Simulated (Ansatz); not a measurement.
Base system: Hf in the hcp (Mg type) structure (space group P6_3/mmc, No. 194; a = 3.1983 Å, c = 5.0488 Å; relaxed with 0.1 eV smearing). Axes: x lies along a and z along c of the hexagonal cell.

Method: Kohn–Sham DFT with the r2SCAN functional, run in Ansatz (a program for electronic structure) with PAW and 500 eV plane waves, without spin-orbit coupling.

One thing is altered: the cell is scaled by 0.9900 in all directions; the atoms relax in the strained cell.

### Question
Predict the stress tensor and what it implies for the stiffness.

### Answer
Stress of the strained cell less that of the base (GPa, compression positive):
```
    3.5     0.0     0.0
    0.0     3.5     0.0
    0.0     0.0     3.5
```

Then B = −ΔP/(ΔV/V₀) with ΔV/V₀ = -0.0297 gives secant stiffness values (nonlinear terms included at this strain): B (at held cell shape, above the free-shape value) ≈ 118 GPa.

As a check, the harmonic strain energy −½ V₀ Δσ:ε is 7.3 meV/atom; the computed energy rise is 7.1 meV/atom.

Stability against distortions was not tested. The final runs are not spin-polarised.
